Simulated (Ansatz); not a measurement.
System: MgZn2 (P6₃/mmc, No. 194). Method: BLYP (plane waves, PAW; Ansatz, a program for electronic structure).

Settings: plane-wave cutoff 520 eV, 12×12×8 k mesh (along the axes of the cell as run), Fermi–Dirac smearing 0.05 eV, scalar-relativistic PAW data made under PBE.

Computed at the level's own relaxed cell.

Q: Estimate the bulk modulus, volume per atom, pressure derivative B′ of the bulk modulus and lattice parameter c that the calculation returns.

A: 
- bulk modulus: 49.9 GPa
- volume per atom: 17.60 Å³/atom
- pressure derivative B′ of the bulk modulus: 5.5
- lattice parameter c: 8.598 Å

The run finds no gap.

Note: the bulk modulus comes from volumes at which shape and atoms were relaxed.

Computing time: about 40 core-minutes (a rough figure).
